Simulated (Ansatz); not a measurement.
GaAs (model structure, within 0.1 Å of P6₄22, No. 181, 6 atoms in the cell) was calculated with r²SCAN+rVV10 in Ansatz (plane waves, PAW).

Numerical settings: plane-wave cutoff 560 eV, 18×18×6 k mesh (along the axes of the cell as run), Fermi–Dirac smearing 0.05 eV, scalar-relativistic PAW data made under PBE.

Cell (relaxed at this level):

```xyz
6
Lattice="4.0075 0.0000 0.0000 -2.0037 3.4706 0.0000 0.0000 0.0000 8.8282" Properties=species:S:1:pos:R:3 pbc="T T T"
Ga    -1.0014     1.7345     5.8855
Ga     1.0023     1.7361     0.0000
Ga     2.0029     0.0000     2.9427
As    -1.0017     1.7349     1.4714
As     1.0021     1.7357     4.4141
As     2.0033     0.0000     7.3569
```

Problem. Give the computed band gap.

Solution. 
* **band gap**: 0.04 eV (under three smearing widths, so not firm)

Spin–orbit coupling is not included; it can close the smallest gap of 0.04 eV.

The result took about 30 core-minutes (a rough figure).

A model structure was made by putting elements into a prototype or built by hand; it is no filed structure, need not be a known phase, and can be a saddle point held by its symmetry.

Ansatz is a program for electronic structure.
